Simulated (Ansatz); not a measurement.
## GeS (Cmcm, No. 63, 4 atoms in the cell; start mp-12910; a measured phase of this formula has another space group)

Calculation: PBEsol (plane waves, PAW; Ansatz, a program for electronic structure).

Run with plane-wave cutoff 520 eV, 10×10×10 k mesh, Fermi–Dirac smearing 0.01 eV, scalar-relativistic PAW data made under PBE.

Cell (relaxed at this level):

GeS is modelled in the orthorhombic space group Cmcm (No. 63), Pearson symbol oS8. Lattice parameters: a = 3.8116 Å, b = 10.5488 Å, c = 3.7959 Å, α = 90.00°, β = 90.00°, γ = 90.00°. Ge on 4c is surrounded by 1 S at 2.378 Å and 4 S at 2.693 Å (square pyramidal). S on 4c has 1 Ge at 2.378 Å and 4 Ge at 2.693 Å (square pyramidal). (Neighbours: up to the widest gap in distance over summed covalent radii, below 1.35, at either atom.)
(The calculation used a cell of 4 atoms; values per cell refer to that cell.)

| Property | Value |
|---|---|
| band gap | 0.19 eV (on the SCF k mesh) |
| direct gap at Γ | 4.03 eV |

Note: the relaxation could not lower the start's symmetry, so the cell can be a saddle point above a distorted one; the cell has widely spaced layers and the level no dispersion term, so their spacing and the moduli can rest on weak binding.

Spin–orbit coupling is not included.

Computed values are for the static lattice.

The result took around 3 core-minutes (rough).

A start named mp-… is a Materials Project structure, which need not be a measured phase.
